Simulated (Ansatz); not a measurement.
Effect of strain tensor (xx, yy, zz, yz, xz, xy) = (+1.19, −0.37, +0.09, +0.14, −0.43, −0.82) % on GaN

Start from GaN in the wurtzite structure (space group P6_3mc, No. 186; a = 3.1831 Å, c = 5.1836 Å). Axes: x lies along a and z along c of the hexagonal cell.

One thing is altered: strain tensor (xx, yy, zz, yz, xz, xy) = (+1.19, −0.37, +0.09, +0.14, −0.43, −0.82) %; the atoms relax in the strained cell.

All numbers come from Ansatz (a quantum-chemistry and plane-wave program), r2SCAN, PAW, cutoff 500 eV, no spin-orbit coupling. Γ-centred 12×12×7 mesh, Fermi–Dirac width 0.05 eV.

- Space group: P1 (No. 1) (base P6_3mc (No. 186))
- Shortest interatomic distance: 1.948 Å (base 1.946 Å)
- Energy relative to the base (free energy F): +3.0 meV/atom
- Band gap: 2.23 eV (base 2.35 eV)
- Gap character: direct at Γ (base direct at Γ)
- Electron mass: 0.17 mₑ along z, 0.18 mₑ across (at Γ) (base 0.17 mₑ along c, 0.19 mₑ across (at Γ))
- Valence-band top at Γ (three highest levels, from the VBM): 0.00, -0.07, -0.14 eV (base 0.00, 0.00, -0.04 eV)
- Largest internal atomic displacement: 0.013 Å
- Stress (xx, yy, zz, yz, xz, xy; compression positive): (-3.85, -0.27, -1.12, -0.29, 0.86, 1.93) GPa

Masses are band curvatures over ±0.01 Å⁻¹ around the edge. No phonon test of stability was made. k-point labels follow each cell's own Brillouin zone.
